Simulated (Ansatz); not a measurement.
**What uniaxial strain ε_xx = +3.38 % does to Rh**

Base system: Rh in the fcc (Cu type) structure (space group Fm-3m, No. 225; a = 3.800 Å). Axes: x, y, z lie along the cube axes.

Perturbation: uniaxial strain ε_xx = +3.38 %, all other strain components held at zero; the atoms relax in the strained cell.

The values are results of r2SCAN/PAW in Ansatz (an electronic-structure program), no spin-orbit coupling, not measurements. Γ-centred 21×21×21 mesh, Fermi–Dirac width 0.05 eV.

| quantity | base | changed | shift |
|---|---|---|---|
| volume per atom | 13.72 Å³ | 14.18 Å³ | +0.46 Å³ |
| space group | Fm-3m (No. 225) | I4/mmm (No. 139) | – |
| shortest interatomic distance | 2.687 Å | 2.687 Å | 0.000 Å |
| energy relative to the base (free energy F) | 0 meV/atom | +20 meV/atom | +20 meV/atom |
| pressure (mean of the normal stresses, compression positive) | 0.0 GPa | -8.4 GPa | -8.4 GPa |
| band gap | zero | zero | – |
| stress (xx, yy, zz, yz, xz, xy; compression positive) (rough) | – | (-13.6, -5.8, -5.8, 0.0, 0.0, 0.0) GPa | – |

Final structure:

```
Rh
1.0
    0.00000     1.90000     1.90000
    1.96422     0.00000     1.90000
    1.96422     1.90000     0.00000
Rh
1
Direct
  0.00000   0.00000   0.00000
```

Without a gap, meshes like the base's 21×21×21 leave anisotropic stresses uncertain by several tenths of a GPa, and small strain energies with them. Stability against distortions was not tested. The final runs are not spin-polarised. Rh lies near a magnetic instability that expansion can trigger; it was not tested.
